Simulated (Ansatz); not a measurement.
**A computed series for GaSb: element substitutions**

Consider GaSb in the zinc blende structure (space group F-43m, No. 216; a = 6.132 Å).

Each row replaces one element on all its sites; cell and atoms are relaxed.

Computed with Ansatz (a first-principles code) r2SCAN, no SOC.

```csv
variant,band gap,lattice parameter a
base,0.41 eV,6.132 Å
Sb → Mo,zero,5.663 Å
Ga → Zn,zero,6.045 Å
Sb → As,(withheld),(withheld)
```

### Question
What belongs in the blanks?

### Answer

- Sb → As, band gap: 0.96 eV
- Sb → As, lattice parameter a: 5.667 Å

Spin-orbit coupling, missing from the scalar runs, can matter with Sb. Whether these cells are dynamically stable was not tested. As relaxed here, GaMo and ZnSb are hypothetical phases, not in the database extracts checked. The final runs are not spin-polarised. An odd electron count without spin: GaMo and ZnSb. GaMo has a high density of states at the Fermi level and may be magnetic at this level.
